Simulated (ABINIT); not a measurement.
## Equation of state of BaTiO3 (space group 99): energy against volume (ABINIT, LDA)

```xyz
5
Lattice="3.8348 0.0000 0.0000 0.0000 3.8348 0.0000 0.0000 0.0000 3.8829" Properties=species:S:1:pos:R:3 pbc="T T T"
Ba     0.0000     0.0000     0.0000
Ti     1.9174     1.9174     1.9919
O      1.9174     1.9174     3.7936
O      0.0000     1.9174     1.8910
O      1.9174     0.0000     1.8910
```

Computed with LDA (PW92), norm-conserving pseudopotentials (PseudoDojo nc-sr-04 LDA standard) (plane waves; ABINIT). Settings: pseudos = [Ba.upf, Ti.upf, O.upf]; ecut = 110 Ry; ixc = 7; occopt = 3; tsmear = 0.00036749 Ha; ngkpt = 8 8 8; nshiftk = 1; shiftk = 0 0 0; potentials = PseudoDojo nc-sr-04 LDA standard; nband = 27; kptopt = 1; nstep = 100; tolvrs = 1e-10. The cell above is the first row's. The rows scale it uniformly. In all rows fractional positions and the k mesh are held. E is the free energy at the stated smearing, counted from the lowest row.

| V (Å^3/atom) | E (meV/atom) |
|---|---|
| 11.420 | 37.76 |
| 11.668 | 17.59 |
| 11.917 | 5.28 |
| 12.165 | 0.00 |
| 12.413 | 1.02 |
| 12.661 | 7.68 |
| 12.910 | 19.38 |
| 13.158 | ? |

Fit E of the 7 rows that show it with the third-order Birch-Murnaghan form, a cubic in V^(-2/3). With u = V^(-2/3) - 0.189, the rows have u = 0.008192, 0.005388, 0.002671, 0.000057, -0.002470, -0.004914, -0.007288. Least squares gives E = -0.035 + 724.91·u + 469590·u² + 620609·u³. Residuals (row less fit): 0.002, -0.010, 0.017, -0.008, -0.010, 0.011, -0.004; standard error 0.015 (degrees of freedom: 3). Its minimum lies at u = -0.000773, so V0 = (0.188227)^(-3/2) = 12.25. There d²E/du² = 936300 and d³E/du³ = 3724000, so B0 = (4/9) × 12.25^(-7/3) × 936300 × 0.160218 = 193 GPa (the last factor turns the table's units into GPa), and B0' = 4 + (2/3) × 0.188227 × (3724000)/936300 = 4.5. The program's pressures in the fitted runs (not shown) pass through zero at V = 12.25, 0.00 % from this V0.

Q: Estimate the missing E (V = 13.158); what did the run itself give?

A: u = -0.009579, so E = -0.035 + 724.91 × (-0.009579) + 469590 × (-0.009579)² + 620609 × (-0.009579)³ = 35.564 meV/atom. The calculation gives 35.60 meV/atom, 0.036 meV/atom above the prediction (0.1 % of the range of E in the table). The row lies outside the fitted rows, so this is an extrapolation. From the scatter of the fitted rows alone, a prediction at this place has a standard error of 0.043 meV/atom, so the miss is 0.8 times that.

Carrying the step between the two nearest rows on in a straight line would have given 31.03, off by 4.57; series whose last step already gives the withheld value aren't shown. The scan was laid around a cell of about the measured size, scaled by a guess for this functional; axis ratios and inner coordinates come from that cell. This is the room-temperature phase, which isn't the ground state. The runs keep the symmetry of the cell, so they don't test it for distortions. The LDA file for Ba was generated anew from PseudoDojo's inputs, some of which were changed. Spin-orbit coupling is off. The shape of the cell and the inner coordinates aren't relaxed, so V0 and B0 belong to this uniform scaling; a relaxed crystal lies no higher in energy and is usually softer (forces reach 0.80 eV/Å in these rows). 1 of the planned runs didn't end soundly and are left out. Cutoffs and mesh are single choices, not tested for convergence of this quantity. Series with a scatter that would blur these digits, or in which a gap closes, are not shown. Nor are scans whose minimum lies at an end fitted in this form.
